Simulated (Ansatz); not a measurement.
**Effect of isotropic strain −0.61 % on Ce**

The reference is Ce in the fcc (Cu type) structure (space group Fm-3m, No. 225; a = 4.751 Å; relaxed with 0.1 eV smearing).

Perturbation: the cell is scaled by 0.9939 in all directions, atoms relaxed at fixed cell.

Level of theory: PBE/PAW in Ansatz (an electronic-structure program), spin-orbit coupling left out, earlier PAW set. Γ-centred 24×24×24 mesh, Fermi–Dirac width 0.1 eV.

| quantity | base | changed | shift |
|---|---|---|---|
| shortest interatomic distance | 3.359 Å | 3.339 Å | -0.020 Å |
| energy relative to the base (free energy F) | 0 meV/atom | +1.0 meV/atom | +1.0 meV/atom |
| pressure | 0.0 GPa | 0.7 GPa | +0.7 GPa |
| band gap | zero | zero | – |

Final structure:

```yaml
crystal:
  lattice:
    - [0.00000, 2.36089, 2.36089]
    - [2.36089, 0.00000, 2.36089]
    - [2.36089, 2.36089, 0.00000]
  atoms:
    - { symbol: Ce, position: [0.00000, 0.00000, 0.00000] }
```

The 4f electrons are in the valence with no U and their state was not checked, so volumes and moments can be off. Whether these cells are dynamically stable was not tested. Starting moments died away, wholly or in part, for the base; another magnetic solution may exist. The final runs are not spin-polarised.
